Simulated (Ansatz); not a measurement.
Start from Ta in the bcc (W type) structure (space group Im-3m, No. 229; a = 3.3061 Å; relaxed with 0.1 eV smearing). Axes: x, y, z lie along the cube axes.

Structures relaxed with r2SCAN/PAW in Ansatz (a quantum-chemistry and plane-wave program), without spin-orbit coupling.

Base:

Simulated powder pattern, Cu Kα, λ = 1.54184 Å (kinematic, ideal powder, no thermal factors, no anomalous dispersion; the 8 strongest lines at most, above 2 %, up to 2θ = 90°):

```tsv
2θ (°)	I/Imax (%)	hkl
38.51	100	(110)
55.60	18	(200)
69.66	37	(211)
82.53	12	(220)
```

After one change:

Simulated powder pattern, Cu Kα, λ = 1.54184 Å (kinematic, ideal powder, no thermal factors, no anomalous dispersion; the 8 strongest lines at most, above 2 %, up to 2θ = 90°):

```
2θ (°)  I/Imax (%)
------  ----------
38.41          100
38.51           50
55.30          8.9
55.60           18
69.40           18
69.60           36
82.28           12
82.53          5.9
```

### Question
What was done to the base?
(A) uniaxial strain ε_zz = +2.00 %
(B) uniaxial strain ε_zz = +3.00 %
(C) uniaxial strain ε_zz = +0.50 %
(D) uniaxial strain ε_zz = +1.00 %

### Answer
C, uniaxial strain ε_zz = +0.50 %. Its volume per atom is 18.16 Å³ against 18.07 Å³, and its space group is I4/mmm (No. 139).

No phonon test of stability was made. All final runs are without spin polarisation.
